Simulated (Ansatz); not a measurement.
**Short convergence ladders for Mg (P6_3/mmc, 2 atoms in the cell)**

```
Mg
1.0
    1.60018    -2.77160     0.00000
    1.60018     2.77160     0.00000
    0.00000     0.00000     5.19437
Mg
2
Direct
  0.33333   0.66667   0.25000
  0.66667   0.33333   0.75000
```

Base method: LDA (PW92), PAW files made with PBE (plane waves; Ansatz, a program for electronic structure).

Base settings: basis.ecutwfc = 420 eV; kpoints.mp_grid.grid = 12 12 7; hamiltonian.xc = lda; hamiltonian.pseudopotentials = {kind: paw} (the program's default PAW files); scf.occupations.method = fermi_dirac; scf.occupations.width = 0.1 eV.

Core times come from one kind of shared machine, to one figure; runs under 30 s give none.

**Zone-centre phonons against the cutoff**

In this ladder: phonons.method = dfpt.

The mesh stays at the base's, so the ladder's end is converged at best in this setting alone.

Frequencies are those of the unrelaxed cell, without the LO-TO term of polar crystals.

Only quantities that move along the ladder and can be compared are tabulated.

```tsv
basis.ecutwfc	highest zone-centre frequency (cm⁻¹)
210 eV	263.8
250 eV	226.2
295 eV	227.5
355 eV	228.8
420 eV	228.5
505 eV	228.5
630 eV	228.5
```

Coarsest basis.ecutwfc that holds the highest zone-centre frequency within 5 cm⁻¹ of the last step, with all finer ones: 250 eV; the step before is off by 35 cm⁻¹.

**The q mesh of the phonons**

In this ladder: kpoints.mp_grid.grid = 12 12 12; phonons.method = dfpt.

Only quantities that move along the ladder and can be compared are tabulated.

Thermal sums run over frequencies interpolated from this q mesh.

| phonons.qmesh | zero-point energy (meV/atom) | vibrational free energy at 300 K (meV/atom) | core time / last (rough) |
|---|---|---|---|
| 1 1 1 | 19.98 | -56.90 | – |
| 2 2 2 | 29.32 | -23.12 | 0.04 |
| 3 3 3 | 29.19 | -23.28 | 0.1 |
| 4 4 4 | 29.23 | -23.34 | 0.3 |
| 6 6 6 | 29.21 | -23.37 | 1 |

Coarsest phonons.qmesh that holds the vibrational free energy at 300 K within 2 meV/atom of the last step, with all finer ones: 2 2 2, at about 0.04 of the last step's time; the step before is off by 34 meV/atom.

Coarsest phonons.qmesh that holds the zero-point energy within 0.5 meV/atom of the last step, with all finer ones: 2 2 2, at about 0.04 of the last step's time; the step before is off by 9.2 meV/atom.

On the base run: the starting cell has typed, rounded lattice constants, without a prior relaxation at this level. Its lattice was rescaled by up to half a per cent.

Keys are those of Ansatz 0.2.
